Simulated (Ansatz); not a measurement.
Given:

```xyz
2
Lattice="0.0000 2.3389 2.3389 2.3389 0.0000 2.3389 2.3389 2.3389 0.0000" Properties=species:S:1:pos:R:3 pbc="T T T"
Cl     0.0000     0.0000     0.0000
Na     2.3389     2.3389     2.3389
```

No spin polarisation.

All numbers come from PBEsol, PAW, 420 eV (Ansatz, a first-principles code; without spin-orbit coupling), earlier PAW set. Γ-centred 10×10×10 mesh, Fermi–Dirac width 0.05 eV.

Question: What is the computed smallest direct gap?

Answer: 7.77 eV.

Question: Predict the band gap.

Answer: 6.37 eV.

Question: Predict the gap character.

Answer: Indirect, Γ → X.

Load acts through the strain it causes; cell and atoms are relaxed under it. Stability against distortions was not tested. Competing high-pressure phases were not computed. The cell was made from NaCl in the rock salt structure (space group Fm-3m, No. 225) by this change: pressure 50 GPa.
